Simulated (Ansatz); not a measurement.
Consider ZnGeP2 in the chalcopyrite structure (space group I-42d, No. 122; a = 5.424 Å, c = 10.710 Å). Axes: x, y, z lie along a, b, c of the conventional cell.

Calculations: PBEsol in Ansatz (plane waves to 420 eV, PAW, spin-orbit coupling left out).

Strains are applied to the cell and any free atomic positions relax.

One change was made to it. Results:

| quantity | base | after |
|---|---|---|
| shortest interatomic distance | 2.334 Å | 2.323 Å |
| valence-band top at Γ (three highest levels, from the VBM) | 0.00, -0.07, -0.07 eV | 0.00, -0.02, -0.09 eV |
| band gap | 1.07 eV | 1.00 eV |

### Question
Which of these changes matches the shifts?
(A) uniaxial strain ε_xx = −1.50 %
(B) uniaxial strain ε_xx = −3.00 %
(C) uniaxial strain ε_xx = −2.25 %
(D) uniaxial strain ε_xx = −0.75 %

### Answer
A, uniaxial strain ε_xx = −1.50 %. For comparison, the band gap in the other runs: uniaxial strain ε_xx = −3.00 % gives 0.85 eV; uniaxial strain ε_xx = −2.25 % gives 0.93 eV; uniaxial strain ε_xx = −0.75 % gives 1.04 eV.

Stability against distortions was not tested.

Ansatz is a program for electronic structure.
